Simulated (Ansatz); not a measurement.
The parent structure is MgSe in the rock salt structure (space group Fm-3m, No. 225; a = 5.472 Å). Axes: x, y, z lie along the cube axes.

One thing is altered: biaxial strain −1.33 %, plane normal [110], relaxed out of plane (Cartesian); in-plane vectors clamped, the third vector and the atoms free.

The values are results of r2SCAN/PAW in Ansatz (a quantum-chemistry and plane-wave program), without spin-orbit coupling, not measurements.

**Question.** Give the band edges at the high-symmetry points of the new zone, measured from its valence-band maximum.

**Answer.** 
| point | valence edge (eV) | conduction edge (eV) |
|---|---|---|
| Γ | 0.00 | 3.45 |
| X | -1.85 | 2.34 |
| F₂ | -1.76 | 3.44 |
| Σ₀ | -1.76 | 3.44 |
| Y₀ | -1.54 | 3.60 |
| U₀ | -1.54 | 3.60 |
| R | -0.74 | 4.34 |
| W | -2.70 | 5.18 |
| S | -0.67 | 4.50 |
| T | -1.89 | 2.41 |

The gap is 2.34 eV, indirect, Γ → X.

Stability against distortions was not tested. k-point labels follow each cell's own Brillouin zone.
